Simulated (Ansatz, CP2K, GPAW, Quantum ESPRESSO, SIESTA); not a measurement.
# Code comparison for CsZn₄P₃ (P4/mmm, 8 atoms in the cell)

Self-consistent single point.

```xyz
8
Lattice="3.9567 0.0000 0.0000 0.0000 3.9567 0.0000 0.0000 0.0000 10.1810" Properties=species:S:1:pos:R:3 pbc="T T T"
Cs     0.0000     0.0000     5.0905
Zn     1.9783     0.0000     8.6380
Zn     1.9783     0.0000     1.5430
Zn     0.0000     1.9783     8.6380
Zn     0.0000     1.9783     1.5430
P      1.9783     1.9783     7.3986
P      1.9783     1.9783     2.7825
P      0.0000     0.0000     0.0000
```

All programs got the same cell, k-point mesh and kind of occupations (in Ansatz's words: kpoints.mp_grid.grid = 4 4 2; scf.occupations.method = fermi_dirac; scf.occupations.width = 0.1 eV); potentials, basis and cutoffs are each program's usual ones.

| code | model | pressure (GPa) | largest force (eV/Å) | k-points | cutoff |
|---|---|---|---|---|---|
| Ansatz | LDA (PW92), PAW files made with PBE | 1.16 | 0.485 | 12 | 420 eV |
| CP2K | LDA (Pade form), GPW, DZVP-MOLOPT-SR-GTH basis, GTH-PADE potentials (GTH_POTENTIALS) | 2.00 | 0.585 | 20 | grid 600 Ry |
| SIESTA | LDA PW92, numerical atomic orbitals DZP, PseudoDojo LDA standard norm-conserving potentials (rewritten from UPF to PSML) | 1.69 | 1.058 | 23 | grid 300 Ry |
| GPAW | LDA (Perdew-Wang 92), GPAW PAW datasets LDA (gpaw-data 1.0.1) | 1.06 | 0.446 | 12 | 800 eV |
| Quantum ESPRESSO | LDA (PW92), PseudoDojo standard norm-conserving (LDA) pseudopotentials | 1.05 | 0.472 | 12 | 85 Ry |

Size of the force on each atom (eV/Å): Sizes of forces hide their directions.

```json
[
 {"code": "Ansatz", "Cs1": "0.000", "Zn2": "0.237", "Zn3": "0.237", "Zn4": "0.237", "Zn5": "0.237", "P6": "0.485", "P7": "0.485", "P8": "0.000"},
 {"code": "CP2K", "Cs1": "0.000", "Zn2": "0.262", "Zn3": "0.262", "Zn4": "0.262", "Zn5": "0.262", "P6": "0.585", "P7": "0.585", "P8": "0.000"},
 {"code": "SIESTA", "Cs1": "0.000", "Zn2": "0.398", "Zn3": "0.398", "Zn4": "0.398", "Zn5": "0.398", "P6": "1.058", "P7": "1.058", "P8": "0.000"},
 {"code": "GPAW", "Cs1": "0.000", "Zn2": "0.233", "Zn3": "0.233", "Zn4": "0.233", "Zn5": "0.233", "P6": "0.446", "P7": "0.446", "P8": "0.000"},
 {"code": "Quantum ESPRESSO", "Cs1": "0.000", "Zn2": "0.238", "Zn3": "0.238", "Zn4": "0.238", "Zn5": "0.238", "P6": "0.472", "P7": "0.472", "P8": "0.000"}
]
```

The spread over the programs that give each value: pressure within 0.95 GPa; largest force within 0.612 eV/Å.

The starting cell comes from a database of computed structures (which also holds hypothetical and non-ambient phases and stackings), without a prior relaxation at this level. Its lattice was rescaled by a random factor within 2.5 % of one. On Ansatz's run: The run gives no clean gap (levels at the Fermi energy touch, overlap or are partly filled at this smearing), which alone does not show that the compound is a metal. Without a gap this mesh is coarse (it stands for a supercell whose shortest vector is 16 Å).

Q: Why do the programs differ, and what cannot be compared?

A: Differences of this kind can come from the potentials, where these differ, and from what each basis and cutoff leave unconverged. The valence holds different numbers of electrons (Ansatz (a first-principles code) 72, CP2K 72, SIESTA 104, GPAW 72, Quantum ESPRESSO 104). The zero of total energies and Fermi levels follows the potentials and each program's conventions, so they are not compared here. CP2K and SIESTA use small atom-centred bases, whose incompleteness enters pressures, forces and empty levels differently from a plane-wave cutoff. Ansatz's pressure is given at a fixed set of plane waves, as the other plane-wave codes print theirs; with its correction for the finite basis it is 1.19 GPa. The programs reduce the same mesh by symmetry to different extents, which changes the work and not the result. In the force vectors, CP2K (by 0.113) and SIESTA (by 0.586) lie more than 0.08 eV/Å from the median of the plane-wave programs.

The shared mesh is coarse (it stands for a supercell whose shortest vector is 16 Å), so the values are not converged in it.

Left out of this page: ABINIT and FLEUR (with a known weakness of the program); Elk (not drawn, or without a comparable value).

Keys are those of Ansatz 0.2.
